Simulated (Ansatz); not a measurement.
Ni (Im-3m, No. 229, 1 atom in the cell; start mp-1008728; another form than the element's usual one), treated with LDA (Ansatz, a quantum-chemistry and plane-wave program, plane waves, PAW).

Settings: plane-wave cutoff 520 eV, 28×28×28 k mesh, Fermi–Dirac smearing 0.05 eV, spin-polarised start, scalar-relativistic PAW data made under PBE.

Cell (relaxed at this level):

```yaml
crystal:
  lattice:
    - [-1.36063, 1.36063, 1.36063]
    - [1.36063, -1.36063, 1.36063]
    - [1.36063, 1.36063, -1.36063]
  atoms:
    - { symbol: Ni, position: [0.00000, 0.00000, 0.00000] }
```

**Question.** Estimate the bulk modulus that the calculation returns.

**Answer.** 
bulk modulus: 220 GPa

The run finds no gap.

Note: the magnetic order was assumed, not searched for or taken from measurement; the bulk modulus is −V dP/dV from two relaxed cells at ±2 % in volume; the relaxation could not lower the start's symmetry, so the cell can be a saddle point above a distorted one.

Computed values are for the static lattice.

The result took roughly 70 core-seconds.

A start named mp-… is a Materials Project structure, which need not be a measured phase.
